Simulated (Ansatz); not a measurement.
Functionals compared on Cl on the 1x1 (101) surface of anatase TiO2 (cut with top plane O), one in a 2x1 cell, started at the site 'top O #2', in Ansatz (plane waves, PAW). The structure was relaxed with PBE; the other rows are single points on it, each with its references at the same level. Cutoff 420 eV (500 eV for r2SCAN). The points keep PBE's geometry, so the relaxation of a polaron and the settling of charge on one site are left out. HSE06 used the coarser mesh 2x3x1.

Host crystal: anatase TiO2, with a band gap (PBE, scalar-relativistic without spin-orbit coupling).

Slab: 37 atoms, 9.4 Å thick at the start under the adsorbate (thin: gaps and levels are the slab's own); k 3x4x1, smearing 0.01 eV, dipole-corrected; 14 atoms held, the rest relaxed; no symmetry held; spin-polarised, ending with about 1.0 μB a cell; orders that need a larger cell were not tried, no spin-orbit, no U, no dispersion correction. It is one chosen start, not shown to be the lowest state of the adsorbate. These notes are the PBE run's. r2SCAN: The program's check for a lower electronic state was not made. HSE06: The program's check for a lower electronic state was not made. Adsorption energies are against ½ Cl2(g). A negative adsorption energy means that the adsorbate is more stable on the surface than in its reference.

A dash marks a value that is undefined for that row or was read on another mesh.

```json
[
 {"functional": "PBE", "adsorption energy (eV)": "0.91", "gap of the slab on its k-mesh (eV)": "0.87", "highest filled level below the top vacuum level (eV)": "7.85", "magnetic moment of the cell (μB)": "1.00"},
 {"functional": "RPBE", "adsorption energy (eV)": "1.03", "gap of the slab on its k-mesh (eV)": "0.91", "highest filled level below the top vacuum level (eV)": "7.76", "magnetic moment of the cell (μB)": "1.00"},
 {"functional": "r2SCAN", "adsorption energy (eV)": "0.74", "gap of the slab on its k-mesh (eV)": "1.32", "highest filled level below the top vacuum level (eV)": "8.16", "magnetic moment of the cell (μB)": "1.00"},
 {"functional": "HSE06", "adsorption energy (eV)": "0.99", "gap of the slab on its k-mesh (eV)": "–", "highest filled level below the top vacuum level (eV)": "–", "magnetic moment of the cell (μB)": "1.00"}
]
```

Ansatz is a first-principles code.
